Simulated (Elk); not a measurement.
A self-consistent single point of ZrBrN (P1, 6 atoms in the cell) with Elk.

Method: PBEsol, all-electron FP-LAPW, Elk's shipped species files, default APW+lo basis run with Elk.

The change in words: lattice scaled by 0.98. Reference geometry:
```xyz
6
Lattice="3.6197 0.0000 0.0000 0.0000 4.1193 0.0000 0.0000 0.0000 9.0224" Properties=species:S:1:pos:R:3 pbc="T T T"
Zr    -0.0198     2.0092     0.8511
Zr     1.7836     0.0243     8.1179
Br    -0.0688    -0.0602     6.0399
Br     1.8428     2.1164     3.0188
N     -0.0043    -0.0155     0.2882
N      1.8960     2.1048     8.7512
```

Reference input (self-consistent single point, DFT, PBEsol, all-electron FP-LAPW, Elk's shipped species files, default APW+lo basis): xctype = 22; rgkmax = 7; stype = 0; swidth = 0.0001 Ha; ngridk = 5 4 2; rmtscf = 0.82. This run's input differs from it in these lines:

```diff
@@ -19,5 +19,5 @@
 avec
-    6.8403172424    0.0000000000    0.0000000000
-    0.0000000000    7.7843299279    0.0000000000
-    0.0000000000    0.0000000000   17.0498460896
+    6.7035105196    0.0000000000    0.0000000000
+    0.0000000000    7.6286429514    0.0000000000
+    0.0000000000    0.0000000000   16.7088487898
```

Output, abridged:

```
│ Self-consistent loop started │
│ Loop number : 1 │
 total energy                :     -12528.1385500
│ Loop number : 2 │
 total energy                :     -12527.8512396
RMS change in Kohn-Sham potential (target) :    1.404527977     (  0.1000000000E-05)
Absolute change in total energy (target)   :   0.2873104335     (  0.1000000000E-03)
│ Loop number : 3 │
 total energy                :     -12528.0668041
RMS change in Kohn-Sham potential (target) :    1.395847669     (  0.1000000000E-05)
Absolute change in total energy (target)   :   0.1437369152     (  0.1000000000E-03)
│ Loop number : 4 │
   [... lines left out ...]
Absolute change in total energy (target)   :   0.1287179020E-03 (  0.1000000000E-03)
│ Loop number : 18 │
 total energy                :     -12513.8854356
RMS change in Kohn-Sham potential (target) :   0.1359428581E-05 (  0.1000000000E-05)
Absolute change in total energy (target)   :   0.4287552656E-05 (  0.1000000000E-03)
│ Loop number : 19 │
 total energy                :     -12513.8854632
RMS change in Kohn-Sham potential (target) :   0.5260801945E-06 (  0.1000000000E-05)
Absolute change in total energy (target)   :   0.2658817903E-04 (  0.1000000000E-03)
Convergence targets achieved

│ Loop number : 20 │

Energies :
 Fermi                       :     0.175549600827
 total energy                :     -12513.8854665

Density of states at Fermi energy :   0.8407102919E-05
 (states/Hartree/unit cell)

Estimated indirect band gap :   0.7053420309E-01
 from k-point      1 to k-point     21
Estimated direct band gap   :   0.7057399041E-01
 at k-point      1

Charges :
 core                        :    96.00000000
 valence                     :    68.00000000
 interstitial                :    15.00454259
 muffin-tins (core leakage)
  species :    1 (Zr)
   atom    1                 :    36.82660104     (  0.8027687452E-04)
   atom    2                 :    36.79497203     (  0.8001041235E-04)
  species :    2 (Br)
   atom    1                 :    32.09389171     (  0.4812606982E-03)
   atom    2                 :    32.08182051     (  0.4806637279E-03)
  species :    3 (N)
   atom    1                 :    5.592980320     (  0.5761726191E-05)
   atom    2                 :    5.605191812     (  0.5771092645E-05)
 total in muffin-tins        :    148.9954574
 total calculated charge     :    163.9818013
 total charge                :    164.0000000
 error                       :   0.1819866169E-01

│ Self-consistent loop stopped │
```

The run converged in 20 iterations. The count includes the last loop, which Elk runs after its targets are met. Against the reference run the total energy goes up by 12.9 meV/atom and the gap on the mesh goes from 1.895 to 1.919 eV.

The starting cell comes from a database of computed structures (which also holds hypothetical and non-ambient phases and stackings), without a prior relaxation at this level. Its atoms were displaced at random from the sites of space group no. 59. For this run, on top of that: lattice scaled by 0.98. Values depend on the basis (sphere radii, cutoffs, local orbitals), which need not be converged.

Cost on one core of a shared machine: roughly 6 min.
